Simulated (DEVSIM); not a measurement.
System: Si n-p junction from an implanted or diffused profile, at 300 K.

Layer 1 from the left is Si, thickness (μm) 130, Na (cm⁻³) 3e14, τn (s) 3.1e-7, τp (s) 3.1e-7.

Added donor profile: 7.5e18 cm⁻³ × exp(−(x − 0 μm)²/(2·(0.047 μm)²)). Left contact: ohmic. Right contact: ohmic. Voltage is applied to the left contact. Recombination: SRH at mid-gap, radiative, Auger. Gap narrowing is on: ΔEg = 6.92 meV × (l + √(l² + 0.5)), l = ln(N/1.3e17 cm⁻³), shared equally by both band edges. Mobility is constant in doping.

Constants are typed, rounded textbook-type inputs, not results; the design itself was drawn at random and stands for no fabricated device. Values at 300 K.

Si: gap (eV) 1.124, affinity (eV) 4.05, permittivity 11.7, Nc (cm⁻³) 2.86e19, Nv (cm⁻³) 3.1e19, μn (cm²/Vs) 1417, μp (cm²/Vs) 470, B (cm³/s) 4.7e-15, Cn (cm⁶/s) 2.8e-31, Cp (cm⁶/s) 9.9e-32.

DEVSIM, 1D drift-diffusion, Boltzmann statistics, complete ionisation; no tunnelling, impact ionisation, image-force lowering or self-heating.

Problem. What does the simulation give for the dark forward voltage at 1 A/cm², the potential step across the device at zero bias?

Solution. dark forward voltage at 1 A/cm² 0.765 V; potential step across the device at zero bias 0.763 V.
